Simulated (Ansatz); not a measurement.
# Ansatz run on B₃Ru₂ (P6_3/mmc, 10 atoms in the cell): self-consistent single point

Method: r2SCAN, default PAW files made with PBE (plane waves; Ansatz, a program for electronic structure).

The input file:

Ansatz 0.2 input:
```yaml
crystal:
  lattice:
    - [2.905100, 0.000000, 0.000000]
    - [-1.452550, 2.515890, 0.000000]
    - [0.000000, 0.000000, 12.812500]
  atoms:
    - { symbol: Ru, position: [0.333333, 0.666667, 0.139850] }
    - { symbol: Ru, position: [0.666667, 0.333333, 0.639850] }
    - { symbol: Ru, position: [0.333333, 0.666667, 0.360150] }
    - { symbol: Ru, position: [0.666667, 0.333333, 0.860150] }
    - { symbol: B, position: [0.333333, 0.666667, 0.972200] }
    - { symbol: B, position: [0.666667, 0.333333, 0.472200] }
    - { symbol: B, position: [0.333333, 0.666667, 0.527800] }
    - { symbol: B, position: [0.666667, 0.333333, 0.027800] }
    - { symbol: B, position: [0.333333, 0.666667, 0.750000] }
    - { symbol: B, position: [0.666667, 0.333333, 0.250000] }
kpoints:
  mp_grid: { grid: [10, 10, 2] }
hamiltonian:
  xc: r2scan
  pseudopotentials: { kind: paw }
scf:
  occupations: { method: gaussian, width: 0.0037 Ry }
output:
  forces: true
  eigenvalues: true
  stress: true
```

The program printed (abridged):

```
WARN the atoms were moved onto the symmetric positions of the space group found under crystal.symmetry.tolerance 1.0e-5 (fractional …
WARN basis.ecutwfc = 500 eV, the default
WARN ansatz: RAYON_NUM_THREADS=1 ignored (pool sized by the plan → 1); use --threads N
Pseudopotentials: kind: paw
Pseudopotential: Ru, paw, valence charge 16
Pseudopotential: B, paw, valence charge 3
Crystal: 10 atoms, lattice volume = 93.645 Å³
Basis set: ecut = 500 eV, 2399 PW (Γ), exchange–correlation on 96×96×384 points (64 copies of the dense FFT grid, shifted against one another)
Bands: 51, of which v1, the nominal top of the filled ones, is band 41 counted from 1 (40 counted from 0)
Symmetry: 24 space group operations
Space group: P63/mmc (ITA 194), of the structure as read, at distance tolerance 4.5e-5 Å
k-points: 28 of 200
PAW frozen core: Ru, regenerated for the run's functional
PAW frozen core: B, regenerated for the run's functional
Initial density: superposition of atomic densities (neutral atoms: chi_scale 0, normalization atom), corrected by the library's trained network
Initial wavefunctions: pseudopotential atomic-orbital guess
Eigensolver: davidson
Functional: x = r2scan, c = r2scan; τ floored in thin density (d = 2e-4 eV/Å³)
SCF iter   1: F=—  HF=-24505.460864 eV  |F-HF|=—  |Δ(HF+E_count)|=         —  Δρ=1.19e-2  dr2=9.15e-2  dr2_τ=6.14e-1  ethr=1.77e-3  ⟨swp⟩=6.1  Hψ=5251  notcnv=0  defer=25
all-band conjugate gradients solve this SCF's bands
preconditioner: auto → Resta (q_TF=auto, 2.669 Å⁻¹)
SCF iter   2: F=—  HF=-24505.665041 eV  |F-HF|=—  |Δ(HF+E_count)|=   2.04e-1  Δρ=7.13e-3  dr2=1.74e-2  dr2_τ=2.44e-3  ethr=1.12e-4  ⟨swp⟩=2.0  Hψ=2524  notcnv=0  defer=108
SCF iter   3: F=—  HF=-24505.671961 eV  |F-HF|=—  |Δ(HF+E_count)|=   6.92e-3  Δρ=2.34e-3  dr2=2.88e-3  dr2_τ=3.96e-4  ethr=2.12e-5  ⟨swp⟩=3.0  Hψ=2636  notcnv=0  defer=108
SCF iter   4: F=—  HF=-24505.672937 eV  |F-HF|=—  |Δ(HF+E_count)|=   9.76e-4  Δρ=3.76e-4  dr2=8.04e-5  dr2_τ=8.22e-6  ethr=3.51e-6  ⟨swp⟩=2.0  Hψ=1963  notcnv=0  defer=108
SCF iter   5: F=—  HF=-24505.672995 eV  |F-HF|=—  |Δ(HF+E_count)|=   5.80e-5  Δρ=1.15e-4  dr2=1.15e-5  dr2_τ=5.30e-7  ethr=9.80e-8  ⟨swp⟩=2.0  Hψ=1974  notcnv=0  defer=108
SCF iter   6: F=—  HF=-24505.673003 eV  |F-HF|=—  |Δ(HF+E_count)|=   7.96e-6  Δρ=3.38e-5  dr2=1.07e-6  dr2_τ=7.03e-8  ethr=1.41e-8  ⟨swp⟩=2.0  Hψ=2021  notcnv=0  defer=108
SCF iter   7: F=-24505.673003 eV  HF=-24505.673003 eV  |F-HF|=2.63e-8  |Δ(HF+E_count)|=   3.59e-7  Δρ=6.56e-6  dr2=5.10e-8  dr2_τ=2.70e-9  ethr=1.22e-10  ⟨swp⟩=8.6  Hψ=7246  notcnv=0
SCF 1 converged in 7 iterations: F = -24505.673003 eV  dr2 = 5.10e-8
SCF converged after 7 iterations
Free energy (F): -24505.673003 eV
Harris-Foulkes:  -24505.673003 eV  (|F-HF|=2.63e-8)
Internal energy: -24505.671793 eV  (E = F + TS)
E sigma→0 (E₀):  -24505.672398 eV
Entropy (-TS):   -0.001210 eV (-0.121 meV/atom)
Fermi energy:    18.524215 eV
--- Per-component energies (eV) ---
  E_band       = -423.469877
  E_kinetic    = 2349.541114
  E_local      = -6494.208961  (includes V_loc(G=0)·N_el)
  E_nonlocal   = 1436.885420
  E_hartree    = 2222.864936
  E_xc         = -928.098566
  E_vxc        = -1319.697386  (∫ρ·V_xc dr)
  E_paw        = -14395.134386  (= ΣΔE_a)
  E_vpaw       = -928.922122  (= ΣTr[D̂ρ^β])
  E_aug_tail   = 0.000324  (compensation charges beyond the density's cutoff)
  E_vtau       = 87.219854  (kinetic-family band-sum trace: ∫τ·v_τ [+ j·A + Jᵃ·Aᵃ] dr)
  E_ewald      = -8696.167200
  E_core_change = -1.354475  (= ΣΔE_core)
  E_smearing   = -0.001210  (= −TS)
  E_closure    = 0.000000  (closes the sum)
  Σ components = -24505.673003   (vs F -24505.673003, Δ=0.00e0)
--- Forces (eV/Å), atoms counted from 1 ---
  atom   1  Ru    -0.00000000     0.00000000     0.01085311
  atom   2  Ru     0.00000000    -0.00000000     0.01085311
  atom   3  Ru    -0.00000000     0.00000000    -0.01085311
  atom   4  Ru    -0.00000000    -0.00000000    -0.01085311
  atom   5  B      0.00000000    -0.00000000    -0.75683827
  atom   6  B      0.00000000     0.00000000    -0.75683827
  atom   7  B      0.00000000    -0.00000000     0.75683827
  atom   8  B     -0.00000000     0.00000000     0.75683827
  atom   9  B      0.00000000     0.00000000     0.00000000
  atom  10  B     -0.00000000    -0.00000000     0.00000000
  max |Σ_I F_I| component: 4.16e-17 eV/Å
--- Stress (GPa, compression-positive) ---
       -0.214173      -0.000000       0.000000
       -0.000000      -0.214173       0.000000
        0.000000       0.000000      -1.061338
  P = ⅓ Tr σ = -0.4966 GPa (-4.966 kbar)
  The stress holds the Pulay correction. Without it, at fixed plane waves, as pw.x and ABINIT print it: P = -0.5729 GPa
--- Band table (eV; the first three rows and the last of 28) ---
  k-point 0: bands = ["-57.0436", "-57.0433", "-57.0247", "-57.0243", "-26.6415", "-26.6263", "-26.4357", "-26.4198", "-25.9705", "-25.9705", "-25.9693", "-25.9693", "-25.9511", "-25.9511", "-25.9500", "-25.9500", "4.1147", "4.4190", "7.1080", [...]
  k-point 1: bands = ["-57.0434", "-57.0434", "-57.0245", "-57.0245", "-26.6342", "-26.6342", "-26.4275", "-26.4275", "-25.9699", "-25.9699", "-25.9699", "-25.9699", "-25.9505", "-25.9505", "-25.9505", "-25.9505", "4.2532", "4.2532", "7.6141", [...]
  k-point 2: bands = ["-57.0389", "-57.0385", "-57.0200", "-57.0196", "-26.6342", "-26.6197", "-26.4293", "-26.4142", "-26.0121", "-26.0111", "-25.9920", "-25.9909", "-25.9804", "-25.9791", "-25.9608", "-25.9595", "4.3152", "4.6016", "7.3355", [...]
  k-point 27: bands = ["-56.9885", "-56.9885", "-56.9701", "-56.9701", "-26.5530", "-26.5530", "-26.3582", "-26.3582", "-26.3065", "-26.3065", "-26.2807", "-26.2807", "-26.2228", "-26.2228", "-26.1976", "-26.1976", "8.6031", "8.6031", "9.6116", [...]
```

The run converged in 7 iterations.

The starting cell comes from a database of published, mostly measured structures (it also holds non-ambient and calculated ones), without a prior relaxation at this level. Spin polarisation is off. Ansatz's pressure includes its estimate of the finite-basis (Pulay) stress.
